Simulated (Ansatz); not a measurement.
The starting structures come from a database of crystals and need not be the phases stable at ambient conditions.

Consider the following.

```yaml
crystal:
  lattice:
    - [5.15394, 0.00000, 0.00000]
    - [2.57659, 4.89439, 0.00000]
    - [-0.00282, -2.71496, 8.50456]
  atoms:
    - { symbol: Li, position: [0.55868, 0.88110, 0.14697] }
    - { symbol: Li, position: [0.05851, 0.88066, 0.64678] }
    - { symbol: Li, position: [0.80898, 0.38316, 0.39781] }
    - { symbol: Li, position: [0.31057, 0.38176, 0.89715] }
    - { symbol: Nb, position: [0.98258, 0.03470, 0.00582] }
    - { symbol: Nb, position: [0.48226, 0.03487, 0.50577] }
    - { symbol: Nb, position: [0.23254, 0.53468, 0.25567] }
    - { symbol: Nb, position: [0.73277, 0.53451, 0.75575] }
    - { symbol: O, position: [0.25606, 0.22406, 0.36464] }
    - { symbol: O, position: [0.21300, 0.22389, 0.05765] }
    - { symbol: O, position: [0.69508, 0.22403, 0.18950] }
    - { symbol: O, position: [0.81324, 0.72400, 0.30767] }
    - { symbol: O, position: [0.33108, 0.72392, 0.43944] }
    - { symbol: O, position: [0.75660, 0.22361, 0.86450] }
    - { symbol: O, position: [0.26993, 0.72382, 0.11460] }
    - { symbol: O, position: [0.71295, 0.22368, 0.55774] }
    - { symbol: O, position: [0.19519, 0.22404, 0.68955] }
    - { symbol: O, position: [0.31342, 0.72364, 0.80774] }
    - { symbol: O, position: [0.83107, 0.72401, 0.93944] }
    - { symbol: O, position: [0.76971, 0.72345, 0.61441] }
```

Space group of this cell: P1. The cell is taken as given; by r2SCAN its mean pressure is -5.4 GPa.

Transport runs along the normal of the first two printed cell vectors.

The gap is the functional's own. No spin-orbit coupling. Mid-gap values are interpolated on the energy grid.

Problem. Give the band gap and the smallest decay constant κ at mid-gap that r2SCAN run with Ansatz (a quantum-chemistry and plane-wave program) yields.

Solution. Gap 3.84 eV on a 8×8×4 mesh; κ = 0.441 1/Å, at (0.000, 0.167) of the in-plane reciprocal vectors. At the zone centre, at the nearest computed energy, the slowest state has κ = 0.48 1/Å.
